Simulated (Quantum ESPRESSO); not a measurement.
A self-consistent single point of MgH2 (Pa-3, 12 atoms in the cell) with Quantum ESPRESSO.

Level of theory: LDA (PZ), GBRV 1.5 ultrasoft (LDA) pseudopotentials (plane waves; Quantum ESPRESSO).

```xyz
12
Lattice="4.7892 0.0000 0.0000 0.0000 4.7892 0.0000 0.0000 0.0000 4.7892" Properties=species:S:1:pos:R:3 pbc="T T T"
Mg     2.3946     2.3946     0.0000
Mg     0.0000     2.3946     2.3946
Mg     0.0000     0.0000     0.0000
Mg     2.3946     0.0000     2.3946
H      0.7474     4.0418     1.6472
H      4.0418     0.7474     3.1420
H      1.6472     0.7474     4.0418
H      3.1420     4.0418     0.7474
H      3.1420     3.1420     3.1420
H      1.6472     1.6472     1.6472
H      4.0418     1.6472     0.7474
H      0.7474     3.1420     4.0418
```

Reference input (self-consistent single point, DFT, PBEsol, plane waves, GBRV 1.5 ultrasoft (PBESOL) pseudopotentials): ecutwfc = 40 Ry; ecutrho = 200 Ry; occupations = smearing; smearing = gaussian; degauss = 0.000734986 Ry; potentials = {Mg: mg_pbesol_v1.4.uspp.F.UPF, H: h_pbesol_v1.4.uspp.F.UPF}; K_POINTS = automatic 6 6 6 0 0 0; conv_thr = 1e-10 Ry. This run's input differs from it in these lines:

```diff
@@ -22,4 +22,4 @@
 ATOMIC_SPECIES
-Mg    24.3050  mg_pbesol_v1.4.uspp.F.UPF
-H      1.0080  h_pbesol_v1.4.uspp.F.UPF
+Mg    24.3050  mg_lda_v1.4.uspp.F.UPF
+H      1.0080  h_lda_v1.4.uspp.F.UPF
 ATOMIC_POSITIONS crystal
```

Output, abridged:

```
     Self-consistent Calculation

     iteration #  1     ecut=    40.00 Ry     beta= 0.70

     total energy              =    -509.39548836 Ry
     estimated scf accuracy    <       1.09880061 Ry

     iteration #  2     ecut=    40.00 Ry     beta= 0.70

     total energy              =    -509.60000626 Ry
     estimated scf accuracy    <       0.02268613 Ry

     iteration #  3     ecut=    40.00 Ry     beta= 0.70

     total energy              =    -509.60258404 Ry
     estimated scf accuracy    <       0.00071437 Ry

   [... 3 blocks of this kind left out ...]

     iteration #  7     ecut=    40.00 Ry     beta= 0.70

     total energy              =    -509.60260422 Ry
     estimated scf accuracy    <          1.3E-10 Ry

     iteration #  8     ecut=    40.00 Ry     beta= 0.70
     End of self-consistent calculation

     the Fermi energy is     3.9983 ev

!    total energy              =    -509.60260422 Ry
     estimated scf accuracy    <          1.1E-11 Ry
     smearing contrib. (-TS)   =      -0.00000000 Ry
     internal energy E=F+TS    =    -509.60260422 Ry

     convergence has been achieved in   8 iterations

     Forces acting on atoms (cartesian axes, Ry/au):

     atom    1 type  1   force =    -0.00000000   -0.00000000    0.00000000
     atom    2 type  1   force =     0.00000000    0.00000000    0.00000000
     atom    3 type  1   force =     0.00000000    0.00000000    0.00000000
     atom    4 type  1   force =    -0.00000000    0.00000000    0.00000000
     atom    5 type  2   force =    -0.00104990    0.00104990    0.00104990
   [... lines left out ...]

     Total force =     0.005143     Total SCF correction =     0.000000

          total   stress  (Ry/bohr**3)                   (kbar)     P=      -20.27
  -0.00013780   0.00000000   0.00000000          -20.27        0.00        0.00
   0.00000000  -0.00013780   0.00000000            0.00      -20.27        0.00
   0.00000000   0.00000000  -0.00013780            0.00        0.00      -20.27

   JOB DONE.
```

The run converged in 8 iterations. Against the reference run the pressure goes from -0.18 to -2.03 GPa, the largest force hardly changes (0.046 to 0.047 eV/Å) and the gap on the mesh goes from 2.423 to 2.298 eV.

The starting cell comes from a database of computed structures (which also holds hypothetical and non-ambient phases and stackings), without a prior relaxation at this level.

Cost on one core of a shared machine: roughly 50 s.
